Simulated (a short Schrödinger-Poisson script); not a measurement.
Symmetric double-gate stack, Al2O3 on p-type Ge(111)

Stack: symmetric double-gate stack, Al2O3 on p-type Ge(111), at 77 K.

```tsv
layer	material	thickness (nm)	Na (cm⁻³)
1	Al2O3	2.2	-
2	Ge	5	3e18
3	Al2O3	2.2	-
```

Constants are typed, rounded textbook-type inputs, not results; the design itself was drawn at random and stands for no fabricated device. Al2O3: permittivity 9, conduction-band edge (eV) 2.65, gap (eV) 6.8, electron mass (mₑ) 0.3. Ge: permittivity 16, conduction-band edge (eV) 0, gap (eV) 0.664, Nv at 300 K (cm⁻³) 6e18.

Channel valleys (confinement mass, in-plane density-of-states mass, number): L1 1.59, 0.08, 1; L3 0.09, 0.34, 3. At the gates, both at one voltage, the conduction-band edge of layer 1 lies 2.91 eV − eVg above the Fermi level of the channel. Gaps are held at their typed values at every temperature. Mesh 0.03 nm at interfaces.

From a short Schrödinger-Poisson script (our own, NumPy): 1D Poisson equation in equilibrium, electrons quantum, Hartree (BenDaniel-Duke, 12 states a valley, the channel's in-plane mass for all, wave functions ending at the dielectric), parabolic valleys, classical holes, full ionisation, no traps, pinning or gate leakage.

| Vg (V) | electrons (cm⁻²) | C (μF/cm²) | L1 E0 (meV) | L1 E1 (meV) | L3 E0 (meV) | L3 E1 (meV) |
|---|---|---|---|---|---|---|
| 0.25 | 2.03e7 | < 0.003 | 61.8 | 88.6 | 219.5 | 719.2 |
| 0.3 | 3.09e10 | 0.649 | 12.7 | 39.5 | 170.4 | 670.0 |
| 0.35 | 6.74e11 | 2.93 | -17.9 | 7.7 | 139.8 | 638.4 |
| 0.4 | 1.72e12 | 3.61 | -37.4 | -13.1 | 120.5 | 617.7 |
| 0.45 | 2.87e12 | 3.76 | -54.1 | -31.1 | 104.0 | 599.8 |
| 0.5 | 4.08e12 | 4.04 | -69.3 | -47.7 | 89.0 | 583.5 |
| 0.55 | 5.37e12 | 4.22 | -82.5 | -62.2 | 76.1 | 569.2 |
| 0.6 | 6.70e12 | 4.26 | -95.1 | -76.1 | 63.9 | 555.7 |
| 0.65 | 8.03e12 | 4.29 | -107.6 | -89.8 | 51.9 | 542.3 |
| 0.7 | 9.38e12 | 4.37 | -119.9 | -103.3 | 40.2 | 529.2 |
| 0.75 | 1.08e13 | 4.54 | -131.2 | -115.9 | 29.5 | 517.2 |
| 0.8 | 1.22e13 | 4.69 | -141.2 | -127.1 | 20.3 | 506.5 |
| 0.85 | 1.37e13 | 4.85 | -149.9 | -137.0 | 12.6 | 497.2 |
| 0.9 | 1.52e13 | 5.00 | -157.2 | -145.5 | 6.5 | 489.5 |
| 0.95 | 1.68e13 | 5.10 | -163.3 | -153.0 | 1.8 | 483.0 |

Gate voltages with under 1e6 electrons/cm² are left out.

Subbands count from the Fermi level. The capacitance is that of both gates.

Only the L valleys are kept; under strong confinement the Δ valleys of Ge fill too.
